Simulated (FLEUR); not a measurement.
Band structure of Li (Im-3m, 1 atom in the cell).

```
Li
1.0
   -1.68096     1.68096     1.68096
    1.68096    -1.68096     1.68096
    1.68096     1.68096    -1.68096
Li
1
Direct
  0.00000   0.00000   0.00000
```

Method: PBE, all-electron FLAPW (FLEUR), scalar-relativistic valence.

Settings: Kmax = 4 1/bohr; GmaxXC = 20 1/bohr; xcFunctional = pbe; jspins = 1; l_soc = F; mode = hist; fermiSmearingEnergy = 0.00499791 Htr; mesh (inpgen div1-3) = 11 11 11; inpgen gamma flag = false; Gmax = 20 1/bohr; numbands = 0; maxIterBroyd = 15; imix = Anderson; alpha = 0.05.

The starting cell comes from a database of computed structures (which also holds hypothetical and non-ambient phases and stackings), without a prior relaxation at this level. Its lattice was rescaled by a random factor within 2.5 % of one. Values depend on the basis (sphere radii, cutoffs, local orbitals), which need not be converged.

Levels in eV from the Fermi level, bands 1 to 4:
```tsv
point	1	2	3	4
Γ	-46.43	-3.68	15.28	15.28
H	-46.38	5.74	5.74	5.74
N	-46.40	0.21	3.44	10.82
P	-46.40	3.49	3.49	3.49
```
